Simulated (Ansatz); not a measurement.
Base system: YN in the rock salt structure (space group Fm-3m, No. 225).

```
CELL_PARAMETERS angstrom
      0.00000     2.42808     2.42808
      2.42808     0.00000     2.42808
      2.42808     2.42808     0.00000
ATOMIC_POSITIONS crystal
  N  0.00000 0.00000 0.00000
  Y  0.50000 0.50000 0.50000
```

Calculations: PBEsol (Ansatz, a quantum-chemistry and plane-wave program, PAW, scalar-relativistic without spin-orbit coupling).

For the base:

* **Volume per atom**: 14.31 Å³
* **Band gap**: 0.08 eV

Modification: every Y is replaced by Hf; the structure is relaxed again.

Question: What does the calculation give for the volume per atom and band gap after the change?

Answer: The volume per atom decreases by 2.91 Å³, from 14.31 Å³ to 11.40 Å³; the band gap becomes zero (base: 0.08 eV).

No phonon test of stability was made. All final runs are without spin polarisation. An odd electron count without spin: HfN. The zero or small gap of YN can change with the level of theory.
